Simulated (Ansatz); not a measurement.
**K₂TiCl₆ (space group Fm-3m, No. 225)**

```xyz
9
Lattice="0.0000 4.8662 4.8662 4.8662 0.0000 4.8662 4.8662 4.8662 0.0000" Properties=species:S:1:pos:R:3 pbc="T T T"
K      2.4331     2.4331     2.4331
K      7.2994     7.2994     7.2994
Ti     0.0000     0.0000     0.0000
Cl     4.8662     7.3995     4.8662
Cl     4.8662     2.3330     4.8662
Cl     2.3330     4.8662     4.8662
Cl     7.3995     4.8662     4.8662
Cl     4.8662     4.8662     7.3995
Cl     4.8662     4.8662     2.3330
```

Method: PBEsol/PAW in Ansatz (a quantum-chemistry and plane-wave program), without spin-orbit coupling. k-mesh 6×6×6 (Γ-centred); smearing 0.05 eV (Fermi–Dirac).

- Volume per atom = 25.61 Å³
- Density = 2.44 g/cm³
- Band gap = 2.05 eV, indirect, Γ → X
- Lowest conduction-band minima above the VBM = X along ⟨100⟩ 2.05 eV
- Total energy = -1320.776 eV/atom (σ→0; compares only within this code and set-up)

No phonon test of stability was made. All final runs are without spin polarisation.
